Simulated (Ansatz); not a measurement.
ZnS under load (space group P6_3mc), r2SCAN with spin-orbit coupling, rigid bands in Ansatz (a program for electronic structure). Condition of this run: uniaxial stress along c of 2 GPa (compression positive) (the target of the relaxation). Band gap 2.93 eV, N_c = 2.38e18 cm⁻³ and N_v = 4.26e19 cm⁻³ at 300 K, conductivity masses along x (a = (3.80, 0.00, 0.00) Å; b = (-1.90, 3.29, 0.00) Å; c = (0.00, 0.00, 6.11) Å) of 0.216 mₑ (electrons) and 1.22 mₑ (holes). Take k_BT = 0.02585 eV.

Task: What thermal injection velocity √(2k_BT/πm) limits a ballistic channel along the direction named?

Result: 1.16e7 cm/s for electrons and 4.87e6 cm/s for holes, a ratio of √(m_h/m_e) = 2.38, for dilute carriers.

Task: Find the intrinsic carrier density and the intrinsic Fermi level.

Result: n_i = √(N_c N_v) exp(−E_g/2k_BT) = 1.01e19 × exp(−56.67) = 2.5e-6 cm⁻³. The level lies (k_BT/2) ln(N_v/N_c) = 37 meV from mid-gap (positive towards the conduction band). Each 0.1 eV added to the gap lowers n_i by a factor of 6.9.

Rigid bands with the computed gap; masses take one relaxation time for all states. Geometry: cell and atoms relaxed with PBEsol.
